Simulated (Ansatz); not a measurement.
The reference is GaSb in the zinc blende structure (space group F-43m, No. 216; a = 6.134 Å). Axes: x, y, z lie along the cube axes.

Computed with r2SCAN, PAW, 500 eV (Ansatz, a first-principles code; without spin-orbit coupling), earlier PAW set.

Base values:

```
Quantity                Result
-------------  ---------------
Band gap               0.41 eV
Electron mass  0.023 mₑ (at Γ)
```

Modification: uniaxial strain ε_yy = −0.82 %, all other strain components held at zero; the atoms relax in the strained cell.

Problem. What happens to the energy relative to the base, band gap and electron mass?

Solution. The energy goes up by 0.5 meV/atom; the band gap grows by 0.03 eV to 0.44 eV; the electron mass changes from 0.023 mₑ (at Γ) to 0.025 mₑ along y, 0.027 mₑ across (at Γ).

Spin-orbit coupling, missing from the scalar runs, can matter with Sb. Masses are band curvatures over ±0.01 Å⁻¹ around the edge. Whether these cells are dynamically stable was not tested.
